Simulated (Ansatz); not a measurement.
## Point-defect migration in monoclinic ZrO2

Some mobile defects of monoclinic ZrO2. Computed with PBE, PAW (plane waves to 420 eV; Ansatz, a quantum-chemistry and plane-wave program).

Barriers are those of the lowest checked hop between equivalent sites, from the lowest site run (climbing-image NEB, static, fixed cells, no finite-size terms; on the finer meshes named, energies are single points at the band's geometries). One hop need not carry long-range diffusion, and untried routes could be lower. Saddle orders were checked for a part of the study's bands only and are not shown. Vacancies start on their lattice site; split forms were not set up. Charge states are imposed.

```tsv
Defect	Route	Hop (Å)	Direction in the unit cell	Neighbours at the saddle	Cell
interstitial Zr, charge +4	Zr moves farthest	1.46	(-0.26, 0.08, -0.11)	2 O at 2.02, 2 O at 2.03, O at 2.22, O at 2.24 Å	96 sites, 2×2×2 shifted
interstitial O, charge -2	O moves farthest	1.12	(-0.09, -0.14, -0.14)	O at 2.36, O at 2.43, O at 2.66, O at 2.68, O at 2.69, O at 2.72; Zr at 2.10, Zr at 2.16, Zr at 2.19 Å	96 sites, 2×2×2 shifted
interstitial Y, charge +3	Y moves farthest	1.41	(0.25, -0.07, 0.12)	4 O at 2.12, 2 O at 2.46 Å	96 sites, 2×2×2 shifted
Zr vacancy, charge -4	a nearby Zr jumps into the vacancy	3.02	(0.49, -0.08, 0.38)	O at 1.88, O at 1.90, O at 2.00, O at 2.35 Å	96 sites, 2×2×2 shifted
interstitial Ag, charge +1	Ag moves farthest	1.57	(0.24, -0.11, 0.19)	2 O at 2.21, 2 O at 2.23, 2 O at 2.71; 2 Zr at 2.60 Å	96 sites, 2×2×2 shifted
```

Question: Order these hops by barrier, lowest first, with values.

Answer: interstitial O, charge -2: 0.22 eV; interstitial Ag, charge +1: 0.29 eV; interstitial Y, charge +3: 0.58 eV; interstitial Zr, charge +4: 0.63 eV; Zr vacancy, charge -4: 1.98 eV. Gaps under about 0.1 eV are within the calculation's error.
